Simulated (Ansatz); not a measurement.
Band structure of BaNaCuClO2 (P4mm, 6 atoms in the cell).

```
BaNaCuClO2
1.0
    3.96882     0.00000     0.00000
    0.00000     3.96882     0.00000
    0.00000     0.00000     7.09879
Na Ba Cu Cl O
1 1 1 1 2
Direct
  0.00000   0.00000   0.02927
  0.00000   0.00000   0.47997
  0.50000   0.50000   0.21486
  0.50000   0.50000   0.74238
  0.00000   0.50000   0.23480
  0.50000   0.00000   0.23480
```

Method: PBEsol, PAW files made with PBE (plane waves; Ansatz, an electronic-structure program).

Settings: kpoints.mp_grid.grid = 8 8 5; hamiltonian.xc = pbesol; hamiltonian.pseudopotentials = {kind: paw} (the program's default PAW files); scf.occupations.method = fermi_dirac; scf.occupations.width = 0.1 eV; kpoints.band_path.npoints = 8.

The starting cell comes from a database of computed structures (which also holds hypothetical and non-ambient phases and stackings), without a prior relaxation at this level. Spin polarisation is off; with an odd number of electrons in the cell that forces a metal, and a magnetic state may lie lower.

Levels in eV from the Fermi level, bands 26 to 33:
```csv
point,26,27,28,29,30,31,32,33
Γ,-1.94,-1.48,-1.22,-1.22,1.77,2.89,3.27,5.57
X,-1.89,-0.76,-0.74,-0.58,3.65,4.33,4.91,5.25
M,-0.65,-0.65,-0.64,1.98,3.46,4.03,5.42,5.42
Z,-1.81,-1.49,-1.23,-1.23,2.58,3.21,3.41,4.16
R,-1.65,-0.76,-0.71,-0.53,3.07,4.13,4.83,5.27
A,-0.67,-0.67,-0.64,1.98,2.49,3.87,5.90,5.90
```

Bands cross the Fermi level along this path, so the cell is metallic at this level.

Keys are those of Ansatz 0.2.
